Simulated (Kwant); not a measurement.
Device: quantum point contact (saddle potential) in a Si two-dimensional gas. Effective mass 0.19 mₑ, grid spacing 8.3 nm, hard walls, nominal width 200 nm (25 grid rows, so walls 215.8 nm apart), one parabolic valley, scattering region 600 nm long along x; energies count from the band bottom; Fermi energy 0.00052 eV. Potential (V0 + ½k y²) cos²(πx/L) for |x| < L/2, with V0 swept from 0.000546 to 0 eV, k = 5.3e-07 eV/nm², L = 230 nm. Perpendicular field 0.26 T, also in the leads; orbital effect alone.

Constants are typed, rounded textbook-type inputs, not results; the design itself was drawn at random and stands for no fabricated device.

Kwant, effective-mass tight-binding model on a square grid, one spin, coherent transport at 0 K. Conductance is in e²/h.

Density of the scattering states that come in from the left lead, at gate = 0.00013452 eV, in bins, relative to the largest site value (x marks bins outside the device):

```
|11221111110001000000000000000000000000000000|
|35665554432223210000000000000000000000000000|
|47887666643334321000000000000000000000000000|
|47987777654334431000000000000000000000000000|
|36776566643234432100000000000000000000000000|
|24543344432223332100000000000000000000000000|
|12221122222112232100000000000000000000000000|
|11100111112211222100000000000000000000000000|
|12211221112332211100000000000000000000000000|
|23334553124543211111111100000000000000000000|
|35667884235764211111222111100000000000000000|
|35567874235764211112222211111000000000000000|
|34444553124543221112222111111000000000000000|
|22211221012332222211111111110000000000000000|
|22210111112222232211111000000000000000000000|
|23321123222212332110000000000000000000000000|
|25554455543223432100000000000000000000000000|
|36887778765444532100000000000001111111110000|
|48999899876555531000000000000011111111111000|
|47998888875555421000000000000011112221111000|
|35676666654333310000000000000001111111110000|
|11222222211111100000000000000000000000000000|
```
Scale: ten equal steps from 0.000 (start of '0') to 0.986 (end of '9'), in the order '0123456789'; x runs from -292 to 292, y from -95.1 (bottom) to 95.1 (top).

The conductance there is 0.99 e²/h with 3 open channel(s) in the leads.
